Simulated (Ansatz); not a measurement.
The reference is InP in the zinc blende structure (space group F-43m, No. 216; a = 5.907 Å). Axes: x, y, z lie along the cube axes.

Computed with r2SCAN (Ansatz, a first-principles code; PAW; 500 eV plane waves; without spin-orbit coupling).

Before the change:

| Property | Value |
|---|---|
| Shortest interatomic distance | 255.8 pm |
| Valence-band top at Γ | 0.00, 0.00, 0.00 eV |
| Valley order | Γ 1.03 eV; L along ⟨111⟩ 1.80 eV; X along ⟨100⟩ 2.04 eV |

Perturbation: compressive biaxial strain of 0.79 % in the plane normal to [001], as in epitaxy on a mismatched substrate; the out-of-plane cell vector and the atoms relax.

**Question.** Predict the new shortest interatomic distance, valence-band top at Γ and valley order.

**Answer.** The shortest interatomic distance falls by 0.6 pm to 255.2 pm; the valence-band top at Γ (three highest levels, from the VBM) changes from 0.00, 0.00, 0.00 eV to 0.00, 0.00, -0.08 eV; the valley order (the lowest conduction-band minima on the path, energy above the VBM, named in the base's zone) becomes Γ 1.04 eV; L along [111] 1.78 eV; X along [010] 1.97 eV; X along [001] 2.07 eV (base: Γ 1.03 eV; L along ⟨111⟩ 1.80 eV; X along ⟨100⟩ 2.04 eV).

The levels and masses belong to the bands next to the band gap. Whether these cells are dynamically stable was not tested.
